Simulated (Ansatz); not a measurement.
**Si, response to strain**

Consider Si in the diamond structure (space group Fd-3m, No. 227).

```
Si
1.0
    0.00000     2.71688     2.71688
    2.71688     0.00000     2.71688
    2.71688     2.71688     0.00000
Si
2
Direct
  0.00000   0.00000   0.00000
  0.25000   0.25000   0.25000
```

Cartesian axes are those of the cell as printed.

Strains are applied to the cell and any free atomic positions relax; under biaxial strain the out-of-plane vector relaxes too.

Calculations: Kohn–Sham DFT with the PBEsol functional, run in Ansatz (a first-principles code) with PAW and 420 eV plane waves, no SOC.

```csv
"biaxial strain, plane normal [111], relaxed out of plane (%)",out-of-plane strain (%)
0,0.00
0.42,-0.20
0.83,-0.38
1.25,-0.57
1.67,?
2.08,-0.93
2.5,-1.10
```

Fit ε⊥ = −νε + γε² (strains in %) to the rows shown and predict the withheld row.

Least squares on the printed values gives ν = 0.47 (the biaxial Poisson response) and γ = 0.013 (largest residual 0.00 %); this predicts -0.75 %, and the run gives -0.75 %, in agreement.

Whether these cells are dynamically stable was not tested.
